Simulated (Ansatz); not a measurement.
Bond-angle distributions (per cent of the angles at each element, bins of 10°) of a relaxed model of amorphous Al₁₂As₁₂Te₃₆ at 5.56 g/cm³. Calculation: PBE-D3(BJ), scalar-relativistic without spin-orbit coupling, PAW (Ansatz default set, large-core Te) (plane waves to 420 eV; Ansatz, a first-principles code).

It comes from a melt-quench run on a machine-learned potential (CHGNet), relaxed afterwards by DFT. The hot cell started wider than the set density and was brought back towards it in steps. It is the lowest in DFT energy of 3 quenches. It is a model cell: composition and starting density were chosen by hand, and all elements were melted together. The geometry includes D3(BJ) dispersion. Its density started from a set value of 5.21 and ended at 5.56 g/cm³. Cooling (nominally 120 K/ps over its main leg) ran many orders faster than in experiment, which tends to leave more defects and strain. Values belong to this one cell and scatter from quench to quench. Volume and shape were free in the relaxation. On a 2×2×2 Γ-centred mesh force components of up to 0.21 eV/Å stay, since the relaxation ran on one k-point at (1/4, 1/4, 1/4).

Neighbours within Al-Al 2.90 Å, Al-As 2.74 Å, Al-Te 3.16 Å, As-As 2.92 Å, As-Te 2.88 Å, Te-Te 3.31 Å count as bonded.

```
angle (°)  at Al  at As  at Te
---------  -----  -----  -----
50-60          0      0      5
60-70          3      7      2
70-80          4      2     11
80-90         20     28     21
90-100        22     13     25
100-110       19     24     14
110-120       11     17      4
120-130        4      2      5
130-140        3      2      2
140-150        0      2      2
150-160        3      0      5
160-170        6      2      2
170-180        4      0      1
```

They go with these counts of neighbours within the cut-offs, cation contacts included: Al mean 4.8, most often 4; As mean 3.2, most often 3; Te mean 3.0, most often 3.
